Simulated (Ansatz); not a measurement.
Worked example: self-consistent single point of ScAg₂ (I4mm, 3 atoms in the cell) in Ansatz (a quantum-chemistry and plane-wave program).

Method of the run: PBEsol, default PAW files made with PBE (plane waves; Ansatz).

The change in words: lattice scaled by 0.98; basis.ecutwfc: 30.9 Ry → 21.7 Ry. Reference geometry:
```yaml
crystal:
  lattice:
    - [-1.77444, 1.77444, 4.47660]
    - [1.77444, -1.77444, 4.47660]
    - [1.77444, 1.77444, -4.47660]
  atoms:
    - { symbol: Sc, position: [0.00558, 0.00558, 0.00000] }
    - { symbol: Ag, position: [0.66664, 0.66664, 0.00000] }
    - { symbol: Ag, position: [0.33336, 0.33336, 0.00000] }
```

Reference input (self-consistent single point, DFT, PBEsol, plane waves, default PAW files made with PBE): basis.ecutwfc = 30.9 Ry; kpoints.mp_grid.grid = 9 9 9; hamiltonian.xc = pbesol; hamiltonian.pseudopotentials = {kind: paw} (the program's default PAW files); scf.occupations.method = fermi_dirac; scf.occupations.width = 0.0073 Ry. This run's input differs from it in these lines:

Ansatz 0.2 input:
```diff
@@ -2,5 +2,5 @@
   lattice:
-    - [-1.77443700, 1.77443700, 4.47660000]
-    - [1.77443700, -1.77443700, 4.47660000]
-    - [1.77443700, 1.77443700, -4.47660000]
+    - [-1.73894800, 1.73894800, 4.38706800]
+    - [1.73894800, -1.73894800, 4.38706800]
+    - [1.73894800, 1.73894800, -4.38706800]
   atoms:
@@ -10,3 +10,3 @@
 basis:
-  ecutwfc: 30.9 Ry
+  ecutwfc: 21.7 Ry
 kpoints:
```

Output (repeated stretches shortened):

```
SCF iter   1: F=—  HF=-17156.565880 eV  |F-HF|=—  |Δ(HF+E_count)|=         —  Δρ=1.38e-2  dr2=6.88e-2  ethr=1.77e-3  ⟨swp⟩=4.1  Hψ=7056  notcnv=0
all-band conjugate gradients solve this SCF's bands
preconditioner: auto → Kerker (q_TF=auto, 2.692 Å⁻¹)
SCF iter   2: F=—  HF=-17156.542184 eV  |F-HF|=—  |Δ(HF+E_count)|=   2.37e-2  Δρ=3.38e-3  dr2=5.19e-3  ethr=1.40e-4  ⟨swp⟩=2.0  Hψ=4191  notcnv=0
SCF iter   3: F=—  HF=-17156.541430 eV  |F-HF|=—  |Δ(HF+E_count)|=   7.54e-4  Δρ=1.23e-3  dr2=6.12e-4  ethr=1.06e-5  ⟨swp⟩=2.2  Hψ=3515  notcnv=0
SCF iter   4: F=—  HF=-17156.541598 eV  |F-HF|=—  |Δ(HF+E_count)|=   1.67e-4  Δρ=3.58e-4  dr2=5.35e-5  ethr=1.25e-6  ⟨swp⟩=2.1  Hψ=2771  notcnv=0
SCF iter   5: F=—  HF=-17156.541641 eV  |F-HF|=—  |Δ(HF+E_count)|=   4.33e-5  Δρ=5.58e-5  dr2=2.23e-6  ethr=1.09e-7  ⟨swp⟩=2.1  Hψ=3119  notcnv=0
SCF iter   6: F=—  HF=-17156.541640 eV  |F-HF|=—  |Δ(HF+E_count)|=   4.21e-7  Δρ=1.23e-5  dr2=1.44e-7  ethr=4.55e-9  ⟨swp⟩=2.0  Hψ=3180  notcnv=0
SCF iter   7: F=-17156.541640 eV  HF=-17156.541640 eV  |F-HF|=2.36e-8  |Δ(HF+E_count)|=   3.24e-8  Δρ=7.53e-6  dr2=2.82e-8  ethr=2.04e-10  ⟨swp⟩=4.0  Hψ=6720  notcnv=0
SCF 1 converged in 7 iterations: F = -17156.541640 eV  dr2 = 2.82e-8
Free energy (F): -17156.541640 eV
Internal energy: -17156.500992 eV  (E = F + TS)
E sigma→0 (E₀):  -17156.521316 eV
Entropy (-TS):   -0.040648 eV (-13.549 meV/atom)
Fermi energy:    15.861655 eV
--- Forces (eV/Å), atoms counted from 1 ---
  atom   1  Sc     0.00000000    -0.00000000    -0.33499562
  atom   2  Ag    -0.00000000    -0.00000000     0.19776230
  atom   3  Ag     0.00000000     0.00000000     0.13720778
--- Stress (GPa, compression-positive) ---
        2.210651      -0.000000      -0.000000
       -0.000000       2.210651      -0.000000
       -0.000000      -0.000000       1.680814
  P = ⅓ Tr σ = 2.0340 GPa (20.340 kbar)
  The stress holds the Pulay correction. Without it, at fixed plane waves, as pw.x and ABINIT print it: P = -8.8545 GPa
```

The run converged in 7 iterations. Against the reference run the free energy goes up by 108 meV/atom, the pressure goes from -3.85 to 2.03 GPa and the largest force goes from 0.274 to 0.335 eV/Å.

The starting cell comes from a database of computed structures (which also holds hypothetical and non-ambient phases and stackings), without a prior relaxation at this level. Its lattice was rescaled by up to half a per cent. One atom was moved a little off its site on purpose. For this run, on top of that: lattice scaled by 0.98. Ansatz's pressure includes its estimate of the finite-basis (Pulay) stress. Without the estimate this run gives -8.85 GPa. The cutoff lies below the one recommended for these files.
